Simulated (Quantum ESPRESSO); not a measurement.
Input and output of a self-consistent single point for Ga2Te4O11 (P1, 17 atoms in the cell) (Quantum ESPRESSO).

Level of theory: rVV10, GBRV 1.5 ultrasoft (PBE) pseudopotentials (plane waves; Quantum ESPRESSO 7.5).

```
Ga2Te4O11
1.0
    5.13415     0.00000     0.00000
    2.26655     6.16400     0.00000
    0.03001     2.28117     7.90055
Ga Te O
2 4 11
Direct
  0.63000   0.57171   0.38026
  0.91518   0.97731   0.02366
  0.64733   0.60653   0.81926
  0.32446   0.19493   0.73435
  0.85019   0.99223   0.40106
  0.21253   0.44783   0.18998
  0.57246   0.17600   0.90429
  0.00597   0.45188   0.81443
  0.13597   0.97671   0.86287
  0.53407   0.53349   0.62147
  0.90178   0.12534   0.17613
  0.99373   0.38643   0.39613
  0.56217   0.25279   0.41469
  0.61874   0.89867   0.69275
  0.63460   0.86833   0.34213
  0.88461   0.68886   0.04587
  0.27300   0.68616   0.22080
```

Reference input (self-consistent single point, DFT, LDA (PZ), plane waves, GBRV 1.5 ultrasoft (LDA) pseudopotentials): ecutwfc = 50 Ry; ecutrho = 250 Ry; occupations = fixed; potentials = {Ga: ga_lda_v1.4.uspp.F.UPF, Te: te_lda_v1.uspp.F.UPF, O: o_lda_v1.2.uspp.F.UPF}; K_POINTS = automatic 4 3 2 0 0 0; nbnd = 68; conv_thr = 1e-11 Ry. This run's input differs from it in these lines:

```diff
@@ -16,2 +16,3 @@
     nbnd = 68
+    input_dft = 'rvv10'
 /
@@ -21,5 +22,5 @@
 ATOMIC_SPECIES
-Ga    69.7230  ga_lda_v1.4.uspp.F.UPF
-Te   127.6000  te_lda_v1.uspp.F.UPF
-O     15.9990  o_lda_v1.2.uspp.F.UPF
+Ga    69.7230  ga_pbe_v1.4.uspp.F.UPF
+Te   127.6000  te_pbe_v1.uspp.F.UPF
+O     15.9990  o_pbe_v1.2.uspp.F.UPF
 ATOMIC_POSITIONS {angstrom}
```

Output (repeated stretches shortened):

```
     Self-consistent Calculation

     iteration #  1     ecut=    50.00 Ry     beta= 0.70

     total energy              =   -1289.85617116 Ry
     estimated scf accuracy    <       6.08025027 Ry

     iteration #  2     ecut=    50.00 Ry     beta= 0.70

     total energy              =   -1291.21176066 Ry
     estimated scf accuracy    <       9.26822940 Ry

     iteration #  3     ecut=    50.00 Ry     beta= 0.70

     total energy              =   -1292.85205367 Ry
     estimated scf accuracy    <       0.22309492 Ry

   [... 12 blocks of this kind left out ...]

     iteration # 16     ecut=    50.00 Ry     beta= 0.70

     total energy              =   -1292.95885016 Ry
     estimated scf accuracy    <          4.8E-11 Ry

     iteration # 17     ecut=    50.00 Ry     beta= 0.70
     End of self-consistent calculation

     highest occupied, lowest unoccupied level (ev):     5.8419    8.8780

!    total energy              =   -1292.95885016 Ry
     estimated scf accuracy    <          5.2E-12 Ry

     convergence has been achieved in  17 iterations

     Forces acting on atoms (cartesian axes, Ry/au):

     atom    1 type  1   force =    -0.04953626    0.02422641    0.06546278
     atom    2 type  1   force =    -0.05241269   -0.04333129   -0.01625838
     atom    3 type  2   force =    -0.24377508    0.05273724    0.08812642
     atom    4 type  2   force =    -0.09897943   -0.01797754   -0.08655932
     atom    5 type  2   force =     0.36752829    0.09282422    0.23622573
     atom    6 type  2   force =    -0.16310492   -0.28670033   -0.02807978
   [... lines left out ...]

     Total force =     0.913266     Total SCF correction =     0.000009

          total   stress  (Ry/bohr**3)                   (kbar)     P=      191.88
   0.00156394   0.00024041   0.00030800          230.06       35.37       45.31
   0.00024041   0.00158215   0.00028013           35.37      232.74       41.21
   0.00030800   0.00028013   0.00076710           45.31       41.21      112.84

   JOB DONE.
```

The run converged in 17 iterations. Against the reference run the pressure goes from 9.67 to 19.19 GPa, the largest force goes from 10.041 to 11.48 eV/Å and the gap on the mesh goes from 3.026 to 3.036 eV.

The starting cell comes from a database of computed structures (which also holds hypothetical and non-ambient phases and stackings), without a prior relaxation at this level. Its atoms were displaced at random from the sites of space group no. 1. Spin-orbit coupling is off. With a pressure of about 19 GPa the cell is away from its equilibrium volume at this level. Forces in this geometry exceed 1 eV/Å.

Cost on one core of a shared machine: roughly 6 min.
